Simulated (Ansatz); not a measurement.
Take BaTiO3 in the cubic perovskite structure (space group Pm-3m, No. 221; a = 4.019 Å) as the base.

Level of theory: PBE, PAW, 420 eV (Ansatz, a program for electronic structure; no spin-orbit coupling), earlier PAW set.

Before the change:

```
Item          Result
--------  ----------
Band gap     1.79 eV
Density   5.96 g/cm³
```

The change: full substitution Ti → Zr, then cell and atoms are relaxed.

Task: Predict the new electron mass, band gap and density.

Result: The electron mass (degenerate bands, along [100]) amounts to 0.36, 0.36, 2.8 mₑ (at Γ); the band gap increases by 1.40 eV to 3.19 eV; the density increases by 0.12 g/cm³ (5.96 g/cm³ → 6.08 g/cm³).

Effective masses come from finite differences of ±0.01 Å⁻¹. Whether these cells are dynamically stable was not tested. The final runs are not spin-polarised. Many cubic perovskites are stable only at high temperature; tilts and polar distortions were not tested. This is not the structure that BaTiO3 has at room temperature and ambient pressure.
